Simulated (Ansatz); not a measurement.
The reference is CdO in the rock salt structure (space group Fm-3m, No. 225).

```
CdO
1.0
    0.00000     2.34543     2.34543
    2.34543     0.00000     2.34543
    2.34543     2.34543     0.00000
O Cd
1 1
Direct
  0.00000   0.00000   0.00000
  0.50000   0.50000   0.50000
```

Level of theory: Kohn–Sham DFT with the PBEsol functional, run in Ansatz (an electronic-structure program) with PAW and 420 eV plane waves, no SOC, earlier PAW set.

Modification: every Cd is replaced by Co, then cell and atoms are relaxed.

Measured lattice parameter a: CdO 4.696 Å (temperature not stated; as listed in Priya Gopal et al., Physical Review B (2015)); CoO 4.2502 Å (0 K or low temperature; as listed in W. Jauch et al., Phys. Rev. B (2001)).

Question: How well does PBEsol reproduce the measured shift?

Answer: With PBEsol the lattice parameter a moves by -0.523 Å (4.691 → 4.168) against -0.446 Å measured.

Whether these cells are dynamically stable was not tested. Starting moments died away, wholly or in part, for Cd → Co; another magnetic solution may exist. No Hubbard U is applied and the magnetic state is the run's own (CoO ferromagnetic); other magnetic orders, which need larger cells, were not tried and can change the gap. Spin-polarised in the final run: CoO; the other runs are not. In its common phase, real CoO is an antiferromagnetic insulator at low temperature.
